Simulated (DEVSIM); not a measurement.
Device: abrupt InP n-p junction, at 400 K.

Layer 1 from the left is InP, thickness (μm) 0.200, Nd (cm⁻³) 3.5e16, τn (s) 8.5e-10, τp (s) 8.5e-10. Layer 2 from the left is InP, thickness (μm) 3.40, Na (cm⁻³) 1.2e15, τn (s) 8.5e-10, τp (s) 8.5e-10.

Left contact: ohmic. Right contact: ohmic. Voltage is applied to the left contact. Recombination: SRH at mid-gap. Mobility is μmin + (μ − μmin)/(1 + (N/Nref)^α).

The device is made up for the run: typed textbook-type constants, with dimensions and the other settings drawn at random. Values at 300 K; Nc and Nv go as T^1.5, mobilities as T to minus their exponent, the gap by Varshni's rule with the affinity fixed.

InP: gap (eV) 1.344, affinity (eV) 4.38, permittivity 12.5, Nc (cm⁻³) 5.7e17, Nv (cm⁻³) 1.1e19, μn (cm²/Vs) 5200, μp (cm²/Vs) 170, μn,min 400, μp,min 10, Nref,n 3e17, Nref,p 4.9e17, αn 0.47, αp 0.62, T exponent of μn 2, T exponent of μp 2, Varshni α (eV/K) 0.000363, Varshni β (K) 162.

Problem. Estimate by hand the built-in potential, the peak field at zero bias, the capacitance at 0.6 V, and compare with a numerical solution.

Solution. 
- Built-in potential: ni = √(Nc Nv) exp(−Eg/2kT) = 2.11e10 cm⁻³ with Eg = 1.311 eV; Vbi = kT/q ln(Na Nd/ni²) = 0.871 V; numerical 0.871 V.
- Peak field at zero bias: depletion approximation: W = √(2εVbi/(qN)) = 1.02 μm with N = 1.16e15 cm⁻³; field = 2Vbi/W = 17100 V/cm; numerical 18100 V/cm (estimate below by 5.7 %).
- Capacitance at 0.6 V: C = √(qεN / 2(Vbi + |V|)) = 8.36 nF/cm²; numerical 8.56 nF/cm² (estimate below by 2.3 %).

Simulated with DEVSIM: 1D drift-diffusion, Boltzmann statistics, complete ionisation; no tunnelling, impact ionisation, image-force lowering or self-heating.
